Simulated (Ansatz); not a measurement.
Terminations of the (111) surface of fcc Ni, ferromagnetic, measured from the surface 'clean 1x1'. Atoms come from or go to: Al: fcc Al, Bi: rhombohedral Bi, Cu: fcc Cu, Fe: bcc Fe, ferromagnetic, Ge: germanium, I: ½ I2(g), Ir: fcc Ir, Ni: fcc Ni, ferromagnetic, Sn: beta tin, Zn: hcp Zn. ΔE is the energy of forming the row's surface from that one (negative: more stable at these reservoirs); the vacuum level's shift is aligned on the shared bottom. No zero-point or thermal terms. These are constructed structures in small cells; real faces may alloy, dewet or reconstruct in larger ones, and not all known structures of the face are among them. Slabs of about 10 Å with all that they carry, Fermi-Dirac smearing of 0.1 eV. Bottom of the slabs: a bare face, its two planes held. Relaxed from the named starts with such symmetry as they have, on meshes of like density; energies extrapolated to zero smearing; no spin-orbit coupling, no U. Spin-polarised runs, if any, are marked in brackets, and their order is one that fits the cell; the others ran without spin. Where a second, spin-polarised start was run, the lower counts. A dash marks a value that is undefined for that row (no clear gap, or no work function of a gapped slab) or was not read reliably on its mesh.

All values below come from PBE (plane waves to 420 eV, PAW; Ansatz, a program for electronic structure).

```tsv
surface	atoms added per 1x1	ΔE per 1x1 (eV)	shift of the vacuum level (eV)	work function (eV)
a pseudomorphic layer of Ge in the host's stacking [spin, 3.4 μB a cell]	+1 Ge	0.21	-1.10	3.97
(√3x√3)R30° surface alloy, Al on one Ni site of the top plane [spin, 9.6 μB a cell]	+0.333 Al, -0.333 Ni	-0.57	-0.16	4.90
p(2x2), one Ni site of the top plane empty [spin, 15.3 μB a cell]	-0.25 Ni	[?]	-0.39	4.67
a layer of Ir in place of the second plane [spin, 3.2 μB a cell]	+1 Ir, -1 Ni	0.72	0.26	5.32
a layer of Cu in place of the third plane [spin, 3.0 μB a cell]	+1 Cu, -1 Ni	0.08	0.02	5.09
a pseudomorphic layer of Fe in the other hollow [spin, 6.5 μB a cell]	+1 Fe	0.17	-0.05	5.01
p(2x2) layer of Bi, one a cell, on the site that continues the host's stacking [spin, 14.3 μB a cell]	+0.25 Bi	-0.29	-1.15	3.92
(√3x√3)R30° layer of I, one a cell, on the site that continues the host's stacking [spin, 11.7 μB a cell]	+0.333 I	-0.58	-0.69	4.37
a layer of Fe in place of the third plane [spin, 5.8 μB a cell]	+1 Fe, -1 Ni	[?]	0.03	5.10
a pseudomorphic layer of Zn in the host's stacking [spin, 3.6 μB a cell]	+1 Zn	[?]	-0.54	4.52
a layer of Ir in place of the third plane [spin, 3.3 μB a cell]	+1 Ir, -1 Ni	[?]	-0.02	5.04
p(2x2) layer of Sn, one a cell, on the site that continues the host's stacking [spin, 14.5 μB a cell]	+0.25 Sn	[?]	-0.76	4.31
```

Task: Some entries are withheld; supply them.

Result: 
- p(2x2), one Ni site of the top plane empty [spin, 15.3 μB a cell], ΔE per 1x1 (eV): 0.27
- a layer of Fe in place of the third plane [spin, 5.8 μB a cell], ΔE per 1x1 (eV): -0.02
- a pseudomorphic layer of Zn in the host's stacking [spin, 3.6 μB a cell], ΔE per 1x1 (eV): -0.49
- a layer of Ir in place of the third plane [spin, 3.3 μB a cell], ΔE per 1x1 (eV): 0.64
- p(2x2) layer of Sn, one a cell, on the site that continues the host's stacking [spin, 14.5 μB a cell], ΔE per 1x1 (eV): -0.27
